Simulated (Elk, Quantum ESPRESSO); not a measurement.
A Quantum ESPRESSO input for a self-consistent single point of SrCo2Si2 (I4/mmm, 5 atoms in the cell) (DFT, PBEsol, plane waves, PSlibrary PAW (PBE) pseudopotentials):

```fortran
&control
    calculation = 'scf'
    outdir = './tmp'
    pseudo_dir = './'
    tprnfor = .true.
    tstress = .true.
/
&system
    ibrav = 0
    nat = 5
    ntyp = 3
    ecutwfc = 50
    ecutrho = 350
    occupations = 'smearing'
    smearing = 'fd'
    degauss = 0.0073499
    input_dft = 'pbesol'
/
&electrons
    conv_thr = 1.0d-10
    mixing_beta = 0.4
/
ATOMIC_SPECIES
Sr    87.6200  Sr.pbe-spn-kjpaw_psl.1.0.0.UPF
Co    58.9332  Co.pbe-n-kjpaw_psl.1.0.0.UPF
Si    28.0850  Si.pbe-n-kjpaw_psl.1.0.0.UPF
ATOMIC_POSITIONS crystal
Sr    0.000000000    0.000000000    0.000000000
Co    0.750000000    0.250000000    0.500000000
Co    0.250000000    0.750000000    0.500000000
Si    0.648920000    0.648920000    0.000000000
Si    0.351080000    0.351080000    0.000000000
K_POINTS automatic
9 9 9  0 0 0
CELL_PARAMETERS bohr
  -3.690370560     3.690370560    10.269555998
   3.690370560    -3.690370560    10.269555998
   3.690370560     3.690370560   -10.269555998
```

Translate this input to Elk.

One input that does it (others would too):

```
tasks
  0

xctype
  22

rgkmax
  7.5

gmaxvr
  14.0

nxlo
  2

lorbcnd
  .true.

rmtscf
  0.86

lmaxi
  2

stype
  3

swidth
  0.00367493

scale
  1.889726125

avec
   -1.9528600000    1.9528600000    5.4344150000
    1.9528600000   -1.9528600000    5.4344150000
    1.9528600000    1.9528600000   -5.4344150000

atoms
  3   : nspecies
  'Sr.in'   : spfname
  1   : natoms; atposl, bfcmt below
  0.0000000000  0.0000000000  0.0000000000    0.0 0.0 0.0
  'Co.in'   : spfname
  2   : natoms; atposl, bfcmt below
  0.7500000000  0.2500000000  0.5000000000    0.0 0.0 0.0
  0.2500000000  0.7500000000  0.5000000000    0.0 0.0 0.0
  'Si.in'   : spfname
  2   : natoms; atposl, bfcmt below
  0.6489200000  0.6489200000  0.0000000000    0.0 0.0 0.0
  0.3510800000  0.3510800000  0.0000000000    0.0 0.0 0.0

ngridk
  9 9 9
```

Basis, cutoffs, solver keys and any potentials are the target program's own. This input uses DFT, PBEsol, all-electron FP-LAPW, Elk's shipped species files, APW+lo basis with extra local orbitals.

The starting cell comes from a database of computed structures (which also holds hypothetical and non-ambient phases and stackings), without a prior relaxation at this level.
